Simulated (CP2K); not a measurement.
Band structure of ZnF2 (P4_2/mnm, 6 atoms in the cell).

```
CELL_PARAMETERS angstrom
      4.70000     0.00000     0.00000
      0.00000     4.70000     0.00000
      0.00000     0.00000     3.13000
ATOMIC_POSITIONS crystal
  Zn 0.00000 0.00000 0.00000
  Zn 0.50000 0.50000 0.50000
  F  0.30300 0.30300 0.00000
  F  0.80300 0.19700 0.50000
  F  0.19700 0.80300 0.50000
  F  0.69700 0.69700 0.00000
```

Method of the run: PBE, GPW, DZVP-MOLOPT-SR-GTH basis, GTH-PBE potentials (GTH_POTENTIALS) (CP2K).

Settings: CUTOFF = 600 Ry; REL_CUTOFF = 60 Ry; SMEAR/METHOD = FERMI_DIRAC; ELECTRONIC_TEMPERATURE = 116.05 K; KPOINTS/SCHEME = MONKHORST-PACK 5 5 7; XC_FUNCTIONAL = PBE; Zn/BASIS_SET = DZVP-MOLOPT-SR-GTH; Zn/POTENTIAL = GTH-PBE-q12; F/BASIS_SET = DZVP-MOLOPT-SR-GTH; F/POTENTIAL = GTH-PBE-q7; METHOD = GPW; EPS_DEFAULT = 1e-10; EXTRAPOLATION = USE_GUESS; NGRIDS = 5.

The starting cell has typed, rounded lattice constants, without a prior relaxation at this level. Values carry the incompleteness of an atom-centred basis.

Predict the gap along the standard path and the places of the band edges.

The gap along the path is 3.54 eV, direct at Γ to within 0.01 eV.

Levels in eV from the top of the valence band on the SCF mesh, bands 23 to 27:
| point | 23 | 24 | 25 | 26 | 27 |
|---|---|---|---|---|---|
| Γ | -1.13 | -0.34 | -0.34 | 0.00 | 3.54 |
| X | -0.65 | -0.65 | -0.42 | -0.42 | 6.18 |
| M | -1.22 | -1.22 | -0.35 | -0.35 | 7.15 |
| Z | -1.32 | -1.32 | -1.26 | -1.26 | 8.45 |
| R | -1.30 | -1.30 | -0.05 | -0.05 | 9.05 |
| A | -1.25 | -1.25 | -0.80 | -0.80 | 8.29 |

Higher empty bands are left out: an atom-centred basis made for the valence describes them poorly.
